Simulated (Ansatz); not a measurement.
The starting structures come from a database of crystals and need not be the phases stable at ambient conditions.

Where the default PAW files enter, the runs use the earlier of Ansatz's two default sets.

Data:

```
MgTe
1.0
    4.57074     0.00000     0.00000
   -2.28537     3.95838     0.00000
    2.28537    -1.31946     3.73199
Mg Te
1 1
Direct
  0.00000   0.00000   0.00000
  0.75000   0.25000   0.75000
```

Space group of this cell: F-43m, zinc blende. The cell is taken as given.

Transport runs along the normal of the first two printed cell vectors, the (111) plane of the conventional cell.

The gap is the functional's own, uncorrected, and κ follows it; spin-orbit coupling is left out. Mid-gap means the computed energy nearest the middle.

Task: Give the band gap and the smallest decay constant κ at mid-gap that Ansatz (a first-principles code) with PBEsol yields.

Result: Gap 2.30 eV on a 8×8×8 mesh; κ = 0.150 1/Å, at the zone centre.
